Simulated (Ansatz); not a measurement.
BGeCN (model structure, started from the AlSiCN type, R3m, No. 160, 4 atoms in the cell), treated with PBEsol in Ansatz (PAW).

Run with plane-wave cutoff 520 eV, 22×22×22 k mesh, Fermi–Dirac smearing 0.05 eV, scalar-relativistic PAW data made under PBE.

Cell (relaxed with PBEsol):

```xyz
4
Lattice="1.4599 0.8429 4.7817 -1.4599 0.8429 4.7817 0.0000 -1.6857 4.7817" Properties=species:S:1:pos:R:3 pbc="T T T"
B      0.0000     0.0000     0.0362
N      0.0000     0.0000    12.7428
Ge     0.0000     0.0000     7.1077
C      0.0000     0.0000     5.2171
```

Predict the band gap.


band gap: 0.39 eV (on the SCF k mesh)

Note: the relaxation could raise the start's symmetry but not lower it, so the cell can be a saddle point.

Spin–orbit coupling is not included.

Static lattice: no zero-point or thermal effects.

A model structure was made by putting elements into a prototype or built by hand; it is no filed structure, need not be a known phase, and can be a saddle point held by its symmetry.

Ansatz is a quantum-chemistry and plane-wave program.
